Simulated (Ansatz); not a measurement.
SiNF (model structure, Pmn2₁, No. 31, 6 atoms in the cell) was calculated with PBE in Ansatz (plane waves, PAW).

Settings: plane-wave cutoff 520 eV, 12×8×8 k mesh (along the axes of the cell as run), Fermi–Dirac smearing 0.01 eV, scalar-relativistic PAW data made under PBE.

The cell is the one relaxed with PBE-D3(BJ). Conventional cell: a = 2.9085 Å, b = 5.0131 Å, c = 4.8463 Å, α = 90.00°, β = 90.00°, γ = 90.00°.

```xyz
6
Lattice="2.9085 0.0000 0.0000 0.0000 5.0131 0.0000 0.0000 0.0000 4.8463" Properties=species:S:1:pos:R:3 pbc="T T T"
Si     0.0000     1.9547    -0.0471
N      1.4542     2.4097     3.9834
F      0.0000     0.3625     0.1023
Si     1.4542     3.0584     2.3761
N      0.0000     2.6034     1.5602
F      1.4542     4.6506     2.5254
```

**Question.** List the 20 lowest band energies at Γ above −25 eV (eV, relative to the valence band maximum), grouping those that round alike.

**Answer.** At Γ: -23.36, -23.09, -16.60, -14.29, -8.77, -5.95, -5.81, -4.28, -4.18, -4.09, -3.12, -2.78, -2.29, -2.15, -2.07, -0.14, 5.18, 5.19, 6.96, 8.96.

Note: the relaxation could raise the start's symmetry but not lower it, so the cell can be a saddle point; cell and atoms aren't relaxed at this level (pressure 2.2 GPa).

A model structure was made by putting elements into a prototype or built by hand; it is no filed structure, need not be a known phase, and can be a saddle point held by its symmetry.

Ansatz is an electronic-structure program.
